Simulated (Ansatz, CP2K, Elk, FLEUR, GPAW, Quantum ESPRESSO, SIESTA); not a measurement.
**PtAl₂ (Fm-3m, 3 atoms in the cell) computed with different codes at matched settings**

Self-consistent single point, at a second geometry (lattice scaled by 0.98). First geometry:

```
CELL_PARAMETERS angstrom
      0.00000     2.97628     2.97628
      2.97628     0.00000     2.97628
      2.97628     2.97628     0.00000
ATOMIC_POSITIONS crystal
  Al 0.25000 0.25000 0.25000
  Al 0.75000 0.75000 0.75000
  Pt 0.00000 0.00000 0.00000
```

Shared settings, as Ansatz (an electronic-structure program) writes them: kpoints.mp_grid.grid = 7 7 7; scf.occupations.method = fermi_dirac; scf.occupations.width = 0.1 eV. Potentials and cutoffs stand in the table.

```json
[
 {"code": "GPAW", "model": "PBE, GPAW PAW datasets PBE (gpaw-data 1.0.1)", "ΔF from the first geometry (meV/atom)": "27.6", "pressure (GPa)": "8.96", "cutoff": "600 eV"},
 {"code": "SIESTA", "model": "GGA PBE, numerical atomic orbitals DZP, PseudoDojo PBE standard norm-conserving potentials (rewritten from UPF to PSML)", "ΔF from the first geometry (meV/atom)": "27.7", "pressure (GPa)": "9.14", "cutoff": "grid 350 Ry"},
 {"code": "CP2K", "model": "PBE, GPW, DZVP-MOLOPT-SR-GTH basis, GTH-PBE potentials (GTH_POTENTIALS)", "ΔF from the first geometry (meV/atom)": "24.0", "pressure (GPa)": "8.38", "cutoff": "grid 500 Ry"},
 {"code": "Elk", "model": "PBE, all-electron FP-LAPW, Elk's shipped species files, default APW+lo basis", "ΔF from the first geometry (meV/atom)": "27.9", "pressure (GPa)": "–", "cutoff": "default"},
 {"code": "Ansatz", "model": "PBE, default PAW files", "ΔF from the first geometry (meV/atom)": "24.5", "pressure (GPa)": "8.40", "cutoff": "default"},
 {"code": "FLEUR", "model": "PBE, all-electron FLAPW (FLEUR), scalar-relativistic valence", "ΔF from the first geometry (meV/atom)": "27.1", "pressure (GPa)": "–", "cutoff": "Kmax 4.6 1/bohr"},
 {"code": "Quantum ESPRESSO", "model": "PBE, PSlibrary ultrasoft (PBE) pseudopotentials", "ΔF from the first geometry (meV/atom)": "26.8", "pressure (GPa)": "8.85", "cutoff": "45 Ry"}
]
```

A dash marks a value that a program does not give, or that is left out as unsure.

On Ansatz's run: spin-orbit coupling is off. Spin polarisation is off.

The spread over the programs that give each value: ΔF from the first geometry within 3.9 meV/atom; pressure within 0.76 GPa.

SIESTA and CP2K use small atom-centred bases, whose incompleteness enters pressures, forces and empty levels differently from a plane-wave cutoff. Elk and FLEUR treat all electrons, but the usual bases taken here (sphere radii, linearisation, local orbitals, empty states) were not tested for convergence, so the values are no reference for the others. Ansatz's pressure is given at a fixed set of plane waves, as the other plane-wave codes print theirs; with its correction for the finite basis it is 8.47 GPa.

The starting cell has typed, rounded lattice constants, without a prior relaxation at this level. Its lattice was rescaled by a random factor within 2.5 % of one. For this run, on top of that: lattice scaled by 0.98.

Left out of this page: ABINIT (with a known weakness of the program).

Keys are those of Ansatz 0.2.
